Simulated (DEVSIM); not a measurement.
Device: Si p+/n-/n+ power diode, at 300 K.

Layer 1 from the left is Si, thickness (μm) 3.50, Na (cm⁻³) 2.8e18, τn (s) 5.3e-7, τp (s) 5.3e-7. Layer 2 from the left is Si, thickness (μm) 4.00, Nd (cm⁻³) 8.1e16, τn (s) 5.3e-7, τp (s) 5.3e-7. Layer 3 from the left is Si, thickness (μm) 2.60, Nd (cm⁻³) 1.8e18, τn (s) 5.3e-7, τp (s) 5.3e-7.

Left contact: ohmic. Right contact: ohmic. Voltage is applied to the left contact. Recombination: SRH at mid-gap, radiative. Mobility is μmin + (μ − μmin)/(1 + (N/Nref)^α).

This is a model device: material constants are rounded textbook-type values typed into the input, and sizes, dopings and lifetimes were drawn at random. Values at 300 K.

Si: gap (eV) 1.124, affinity (eV) 4.05, permittivity 11.7, Nc (cm⁻³) 2.86e19, Nv (cm⁻³) 3.1e19, μn (cm²/Vs) 1417, μp (cm²/Vs) 470, μn,min 52, μp,min 45, Nref,n 9.7e16, Nref,p 2.2e17, αn 0.68, αp 0.72, B (cm³/s) 4.7e-15.

Simulated with DEVSIM: 1D drift-diffusion, Boltzmann statistics, complete ionisation; no tunnelling, impact ionisation, image-force lowering or self-heating.

### Question
What does the simulation give for the potential step across the device at zero bias, the dark forward voltage at 100 A/cm², the dark forward voltage at 1 A/cm²?

### Answer
potential step across the device at zero bias 0.990 V; dark forward voltage at 100 A/cm² 0.872 V; dark forward voltage at 1 A/cm² 0.740 V.
